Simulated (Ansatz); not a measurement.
The parent structure is ZnS in the wurtzite structure (space group P6_3mc, No. 186).

Levels (all Ansatz, a quantum-chemistry and plane-wave program, PAW): PBE (420 eV, spin-orbit coupling left out); r2SCAN (500 eV, scalar-relativistic without spin-orbit coupling); HSE06 (420 eV, without spin-orbit coupling); PBE+SOC (420 eV, spin-orbit coupling included).

Levels that relaxed their own cell: PBE.

Measured: band gap 3.91 eV (temperature not stated; as listed in Mehmet Aras, Çetin Kılıç, The Journal of Chemical Physics (2014)).

What do the calculations give for these quantities, and how do they miss?


```
level    band gap
-------  --------
PBE       2.08 eV
r2SCAN    2.64 eV
HSE06     3.30 eV
PBE+SOC   2.06 eV
```

Computed minus measured — band gap: PBE -1.83 eV, r2SCAN -1.27 eV, HSE06 -0.61 eV, PBE+SOC -1.85 eV (closest: HSE06). Measured values not marked as corrected hold thermal and zero-point effects that the static-lattice runs lack. A measured gap can be an optical one, lowered by exciton binding.

Single points use the geometry relaxed with PBE. The spin-orbit shifts are approximate. Stability against distortions was not tested.
